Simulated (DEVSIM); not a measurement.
Structure: Pd/SiON/SiO2/p-Si capacitor, at 400 K.

```tsv
layer (left to right)	material	thickness (nm)	Na (cm⁻³)
1	SiON	6.30	-
2	SiO2	0.540	-
3	Si	1400	1.8e17
```

Metal gate on the left, work function 5.2 eV. Fixed charge at the semiconductor interface -6.9e10 cm⁻² (in units of +e); interface traps 3.3e12 cm⁻² eV⁻¹, uniform in energy, neutral level at 0.5 of the gap above the valence band.

The device is made up for the run: typed textbook-type constants, with dimensions and the other settings drawn at random. Values at 300 K; Nc and Nv go as T^1.5, mobilities as T to minus their exponent, the gap by Varshni's rule with the affinity fixed.

| parameter | SiON | SiO2 | Si |
|---|---|---|---|
| gap (eV) | 7 | 9 | 1.124 |
| affinity (eV) | 1.4 | 0.9 | 4.05 |
| permittivity | 5.5 | 3.9 | 11.7 |
| Nc (cm⁻³) | - | - | 2.86e19 |
| Nv (cm⁻³) | - | - | 3.1e19 |
| Varshni α (eV/K) | - | - | 0.000473 |
| Varshni β (K) | - | - | 636 |

Model (solved in DEVSIM): 1D Poisson equation in equilibrium, Boltzmann statistics, complete ionisation; no quantum confinement or tunnelling. Metal contacts follow the ideal Schottky-Mott rule: no Fermi-level pinning, no interface dipoles.

Tabulate band edges, carrier densities and field at 1.2 V on the gate.

Energies count from the Fermi level of the right contact; mesh points crowd at the junctions.

```csv
x (μm),Ec (eV),Ev (eV),n (cm⁻³),p (cm⁻³),field (V/cm)
0.000,2.600,-4.400,< 1e2,< 1e2,580000
0.001108,2.665,-4.335,< 1e2,< 1e2,580000
0.002773,2.762,-4.238,< 1e2,< 1e2,580000
0.004739,2.877,-4.123,< 1e2,< 1e2,580000
0.006300,3.468,-5.532,< 1e2,< 1e2,750000
0.006712,3.502,-5.498,< 1e2,< 1e2,820000
0.007815,0.378,-0.719,7.7e14,4.2e10,170000
0.01138,0.435,-0.661,1.5e14,2.2e11,160000
0.01728,0.522,-0.574,1.2e13,2.8e12,140000
0.03012,0.678,-0.419,1.3e11,2.5e14,100000
0.05713,0.859,-0.238,6.7e8,4.8e16,34000
0.1430,0.904,-0.192,1.8e8,1.8e17,24
0.2948,0.904,-0.192,1.8e8,1.8e17,≈ 0
0.5941,0.904,-0.192,1.8e8,1.8e17,≈ 0
1.086,0.904,-0.192,1.8e8,1.8e17,≈ 0
1.255,0.904,-0.192,1.8e8,1.8e17,≈ 0
1.335,0.904,-0.192,1.8e8,1.8e17,≈ 0
1.373,0.904,-0.192,1.8e8,1.8e17,≈ 0
1.395,0.904,-0.192,1.8e8,1.8e17,≈ 0
1.402,0.904,-0.192,1.8e8,1.8e17,≈ 0
1.405,0.904,-0.192,1.8e8,1.8e17,≈ 0
1.407,0.904,-0.192,1.8e8,1.8e17,≈ 0
```
